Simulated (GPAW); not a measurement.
Input and output of a self-consistent single point for RbNO3 (R32, 5 atoms in the cell) (GPAW).

Computed with PBEsol, GPAW PAW datasets PBEsol (made by gpaw-setup) (plane waves; GPAW).

The change in words: lattice scaled by 0.98. Reference geometry:
```yaml
crystal:
  lattice:
    - [3.11148, 1.79641, 3.11782]
    - [-3.11148, 1.79641, 3.11782]
    - [0.00000, -3.59282, 3.11782]
  atoms:
    - { symbol: Rb, position: [0.50000, 0.50000, 0.50000] }
    - { symbol: N, position: [0.00000, 0.00000, 0.00000] }
    - { symbol: O, position: [0.00000, 0.79343, 0.20657] }
    - { symbol: O, position: [0.20657, 0.00000, 0.79343] }
    - { symbol: O, position: [0.79343, 0.20657, 0.00000] }
```

Reference input (self-consistent single point, DFT PBEsol, plane waves, GPAW PAW datasets PBEsol (made by gpaw-setup)): mode = pw; ecut = 900 eV; xc = PBEsol; kpts = 5 5 5; mesh shift (steps) = 0 0 0; occupations.name = fermi-dirac; occupations.width = 0 eV; nbands = -6; convergence.density = 1e-05 e/electron; convergence.energy = 1e-05 eV/electron; convergence.bands = -4; symmetry.symmorphic = false. This run's input differs from it in these lines:

```diff
@@ -5,10 +5,10 @@
 atoms = Atoms(['Rb', 'N', 'O', 'O', 'O'],
-              cell=[[3.111477, 1.796411, 3.117818],
-                    [-3.111477, 1.796411, 3.117818],
-                    [0.000000, -3.592824, 3.117818]],
-              positions=[[0.000000, -0.000001, 4.676727],
+              cell=[[3.049247, 1.760483, 3.055462],
+                    [-3.049247, 1.760483, 3.055462],
+                    [0.000000, -3.520968, 3.055462]],
+              positions=[[0.000000, -0.000001, 4.583193],
                          [0.000000, 0.000000, 0.000000],
-                         [-2.468733, 0.683146, 3.117818],
-                         [0.642744, -2.479559, 3.117818],
-                         [1.825989, 1.796411, 3.117818]],
+                         [-2.419358, 0.669483, 3.055462],
+                         [0.629889, -2.429968, 3.055462],
+                         [1.789469, 1.760483, 3.055462]],
               pbc=True)
```

Output (repeated stretches shortened):

```
     iter     time        total  log10-change:
                         energy   eigst   dens
iter:   1 --:--:--   -33.824289   +0.43
iter:   2 --:--:--   -33.143457   -0.62  -1.00
iter:   3 --:--:--   -31.411257   -0.66  -1.05
iter:   4 --:--:--   -31.373353   -1.38  -1.35
iter:   5 --:--:--   -31.340728   -1.52  -1.43
   [... 2 lines left out ...]
iter:   8 --:--:--   -31.320175   -2.27  -2.24
iter:   9 --:--:--   -31.320983   -2.80  -2.62
iter:  10 --:--:--   -31.318560   -3.33  -2.57
iter:  11 --:--:--   -31.318601   -4.13  -3.36
iter:  12 --:--:--   -31.318582c  -4.50  -3.41
iter:  13 --:--:--   -31.318620c  -4.54  -3.46
iter:  14 --:--:--   -31.318589c  -5.02  -3.41
iter:  15 --:--:--   -31.318589c  -5.52  -3.81
iter:  16 --:--:--   -31.318590c  -5.64  -3.89
iter:  17 --:--:--   -31.318585c  -6.26  -3.89
iter:  18 --:--:--   -31.318585c  -6.73  -4.40
iter:  19 --:--:--   -31.318585c  -7.29  -4.51
iter:  20 --:--:--   -31.318585c  -7.18  -4.55
iter:  21 --:--:--   -31.318585c  -7.45c -4.78
iter:  22 --:--:--   -31.318585c  -8.50c -4.99
iter:  23 --:--:--   -31.318585c  -8.93c -5.14c
Converged after 23 iterations.

Dipole moment: (0.000008, -0.000000, -0.000000) |e|*Ang

Energy contributions relative to reference atoms: (reference = -88630.802619)

Kinetic:        +33.841327
Potential:      -33.707762
External:        +0.000000
XC:             -32.234537
Entropy (-ST):   +0.000000
Local:           +0.782387
SIC:             +0.000000
--------------------------
Free energy:    -31.318585
Extrapolated:   -31.318585

Showing only first 2 kpts
 Kpt  Band  Eigenvalues  Occupancy
  0    14     -1.71387    2.00000
  0    15      0.12698    2.00000
  0    16      4.07728    0.00000
  0    17      4.70784    0.00000

  1    14     -1.53584    2.00000
  1    15      0.05349    2.00000
  1    16      3.90838    0.00000
  1    17      5.62515    0.00000

Fermi level: 1.67310

Gap: 3.092 eV
Transition (v -> c):
   [... lines left out ...]
Direct gap: 3.247 eV
   [... lines left out ...]
Energy (eV): -31.318585

Forces in eV/Ang:
  0 Rb    0.00000    0.00000    0.00000
  1 N    -0.00000   -0.00000    0.00000
  2 O    -0.06066    0.10507    0.00000
  3 O    -0.06066   -0.10507    0.00000
  4 O     0.12133    0.00000    0.00000

Stress tensor:
     0.009053     0.000000     0.000000
     0.000000     0.009053     0.000000
     0.000000     0.000000    -0.001599
Stress (GPa, Voigt): [ 1.4504  1.4504 -0.2562  0.      0.      0.    ]
```

The run converged in 23 iterations. GPAW prints stress with tension positive. Against the reference run the free energy drops by 20.6 meV/atom, the largest force goes from 1.612 to 0.121 eV/Å and the gap on the mesh goes from 2.962 to 3.092 eV.

At such cutoffs GPAW's stress carries a finite-basis (Pulay) error, which enters relaxed cells too; its log prints stress with tension positive.

The starting cell comes from a database of computed structures (which also holds hypothetical and non-ambient phases and stackings), without a prior relaxation at this level. Its lattice was rescaled by a random factor within 2.5 % of one. For this run, on top of that: lattice scaled by 0.98.

Cost on one core of a shared machine: roughly 40 s.
